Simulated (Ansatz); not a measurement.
An Ansatz (a program for electronic structure) run: Pt with a change (x(Os) = 0.667, 3 atoms, I4/mmm); r2SCAN (Ansatz), no spin-orbit coupling.

Input:

Ansatz 0.2 input:
```yaml
crystal:
  lattice:
    - [-1.3626912805, 1.3626912805, 5.8510463194]
    - [1.3626912805, -1.3626912805, 5.8510463194]
    - [1.3626912805, 1.3626912805, -5.8510463194]
  atoms:
    - { symbol: Pt, position: [0, 0, 0] }
    - { symbol: Os, position: [0.3247208828, 0.3247208828, 0] }
    - { symbol: Os, position: [0.6752791172, 0.6752791172, 0] }
basis: { ecutwfc: 500, ecutrho_ratio: 4, xc_grid: 4, fft_grid_basis: typed }
kpoints: { mp_grid: { grid: [24, 24, 24] } }
hamiltonian:
  xc: r2scan
  dispersion: none
  pseudopotentials: { kind: paw }
scf: { occupations: { method: fermi_dirac, width: 0.05 }, convergence: { dr2_threshold: 0.0000000003 } }
output: { forces: true, stress: true }
checkpoint: { write: state.ck, write_every: 1000 }
```

Output (explanatory and most iteration lines left out):

```
Pseudopotential: Pt, paw, valence charge 18
Pseudopotential: Os, paw, valence charge 16
Crystal: 3 atoms, lattice volume = 43.460 Å³
Basis set: ecut = 500 eV, 1073 PW (Γ), exchange–correlation on 180×180×180 points (64 copies of the dense FFT grid, shifted against one another)
Bands: 30, of which v1, the nominal top of the filled ones, is band 25 counted from 1 (24 counted from 0)
Symmetry: 16 space group operations
Space group: I4/mmm (ITA 139), of the structure as read, at distance tolerance 3.5e-5 Å
k-points: 1063 of 13824
Functional: x = r2scan, c = r2scan; τ floored in thin density (d = 2e-4 eV/Å³)
SCF iter   1: F=—  HF=-35331.738192 eV  |F-HF|=—  |Δ(HF+E_count)|=         —  Δρ=1.21e-2  dr2=3.75e-2  dr2_τ=6.06e-2  ethr=1.77e-3  ⟨swp⟩=6.1  Hψ=119160  notcnv=0
SCF iter   2: F=—  HF=-35331.792810 eV  |F-HF|=—  |Δ(HF+E_count)|=   5.46e-2  Δρ=6.97e-3  dr2=1.55e-2  dr2_τ=1.23e-3  ethr=7.50e-5  ⟨swp⟩=2.0  Hψ=58995  notcnv=0  defer=114
SCF 1 converged in 10 iterations: F = -35331.794324 eV  dr2 = 1.71e-11
SCF converged after 10 iterations
Free energy (F): -35331.794324 eV
Internal energy: -35331.777163 eV  (E = F + TS)
E sigma→0 (E₀):  -35331.785743 eV
Entropy (-TS):   -0.017162 eV (-5.721 meV/atom)
Fermi energy:    24.767315 eV
--- Forces (eV/Å), atoms counted from 1 ---
  atom   1  Pt    -0.00000000     0.00000000    -0.00000000
  atom   2  Os     0.00000000     0.00000000     0.00002107
  atom   3  Os     0.00000000     0.00000000    -0.00002107
--- Stress (GPa, compression-positive) ---
       -0.000101       0.000000       0.000000
        0.000000      -0.000101       0.000000
       -0.000000       0.000000       0.000259
  P = ⅓ Tr σ = 0.0000 GPa (0.000 kbar)
```

These are small ordered cells, not random alloys; other orderings at the same x differ. Whether these cells are dynamically stable was not tested. The final runs are not spin-polarised. The cell was made from Pt by this change: x(Os) = 0.667, 3 atoms, I4/mmm.
